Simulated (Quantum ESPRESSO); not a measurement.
Pressure against volume in TiO2 (space group 141) (Quantum ESPRESSO, PBE)

```yaml
crystal:
  lattice:
    - [-1.85885, 1.85885, 4.67045]
    - [1.85885, -1.85885, 4.67045]
    - [1.85885, 1.85885, -4.67045]
  atoms:
    - { symbol: Ti, position: [0.75000, 0.25000, 0.50000] }
    - { symbol: Ti, position: [0.00000, 0.00000, 0.00000] }
    - { symbol: O, position: [0.54200, 0.04200, 0.50000] }
    - { symbol: O, position: [0.79200, 0.79200, 0.00000] }
    - { symbol: O, position: [0.20800, 0.20800, 0.00000] }
    - { symbol: O, position: [0.95800, 0.45800, 0.50000] }
```

Level of theory: PBE, PSlibrary PAW (PBE) pseudopotentials (plane waves; Quantum ESPRESSO). Settings: ecutwfc = 78 Ry; ecutrho = 858 Ry; occupations = smearing; smearing = fermi-dirac; degauss = 0.000734986 Ry; potentials = {Ti: Ti.pbe-spn-kjpaw_psl.1.0.0.UPF, O: O.pbe-n-kjpaw_psl.0.1.UPF}; K_POINTS = automatic 12 12 12 0 0 0; conv_thr = 1e-10 Ry; mixing_beta = 0.3. The cell above is the first row's. The rows scale it uniformly. In all rows fractional positions and the k mesh are held.

```
V (Å^3/atom)  P (GPa)
------------  -------
10.7586             ?
10.9925         14.16
11.2264          8.82
11.4603          4.02
11.6941         -0.29
11.9280         -4.18
12.1619         -7.67
12.3958        -10.81
```

### Question
Using a cubic, estimate the missing P at V = 10.7586 from the other rows, showing the fit.

### Answer
With u = V - 11.7, the rows have u = -0.7075, -0.4736, -0.2397, -0.0059, 0.2280, 0.4619, 0.6958. Least squares gives P = -0.400 - 17.4494·u + 3.9923·u² - 0.6041·u³. Residuals (row less fit): 0.002, -0.004, 0.000, 0.007, -0.002, -0.002, 0.002; standard error 0.005 (degrees of freedom: 3). The fitted pressure is zero at V0 = 11.68, where dP/dV = -17.63, so B0 = -V0·dP/dV = 206 GPa. At the withheld row, u = -0.9414, so P = -0.400 - 17.4494 × (-0.9414) + 3.9923 × (-0.9414)² - 0.6041 × (-0.9414)³ = 20.069 GPa. The calculation gives 20.09 GPa, 0.021 GPa above the prediction (0.1 % of the range of P in the table). The row lies outside the fitted rows, so this is an extrapolation. From the scatter of the fitted rows alone, a prediction at this place has a standard error of 0.016 GPa, so the miss is 1.3 times that.

Carrying the step between the two nearest rows on in a straight line would have given 19.50, off by 0.59; series whose last step already gives the withheld value aren't shown. The scan was laid around a cell of about the measured size, scaled by a guess for this functional; axis ratios and inner coordinates come from that cell. This is a metastable polymorph. The runs keep the symmetry of the cell, so they don't test it for distortions. The shape of the cell and the inner coordinates aren't relaxed, so V0 and B0 belong to this uniform scaling; a relaxed crystal lies no higher in energy and is usually softer (forces reach 0.51 eV/Å in these rows). 1 of the planned runs didn't end soundly and are left out. Cutoffs and mesh are single choices, not tested for convergence of this quantity. Series with a scatter that would blur these digits, or in which a gap closes, are not shown.
